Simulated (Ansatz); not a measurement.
**Electron-phonon data for VSi2 (P6_222)**

Given:

```xyz
9
Lattice="4.5244 0.0000 0.0000 -2.2622 3.9183 0.0000 0.0000 0.0000 6.3161" Properties=species:S:1:pos:R:3 pbc="T T T"
V     -1.1311     1.9591     1.0527
V      2.2622     0.0000     3.1581
V      1.1311     1.9591     5.2635
Si     2.2622     2.6401     3.1581
Si    -1.1553     3.2792     5.2635
Si     1.1069     0.6391     1.0527
Si     0.0000     1.2782     3.1581
Si     3.4175     0.6391     5.2635
Si     1.1553     3.2792     1.0527
```

Level of theory: PBEsol, DFPT electron-phonon coupling, linearised Boltzmann equation (plane waves, PAW, scalar-relativistic; Ansatz, a quantum-chemistry and plane-wave program). Cell: relaxed with this functional, without spin-orbit coupling.

```json
{
  "resistivity at 300 K": "59 (x), 59 (y), 32 (z) μΩ·cm",
  "resistivity at 77 K": "2.4 (x), 2.4 (y), 1.24 (z) μΩ·cm",
  "electron-phonon coupling λ": "0.37",
  "transport coupling λ_tr": "0.37 (x), 0.37 (y), 0.39 (z)",
  "logarithmic_mean_phonon_energy": "34 meV",
  "density of states at the Fermi level": "3.3 states/(eV·spin·cell)"
}
```

A metal at this level (no band gap). Only scattering by harmonic phonons is included (no impurities, grain boundaries, electron-electron scattering or thermal expansion). Spin-orbit coupling is left out. The run warned that the eigensolver left some states short of its tolerance. Halving the electron mesh (24x24x16) moves the resistivity by up to 11 % at 300 K, the coupling by up to 4 %. Smearing 0.20 eV; phonons on a 4x4x2 q mesh, which this run doesn't test and which matters most at low temperature.

Treated as nonmagnetic (a ferromagnetic start lost its moment, other orders weren't tried): VSi2 (P6_222).
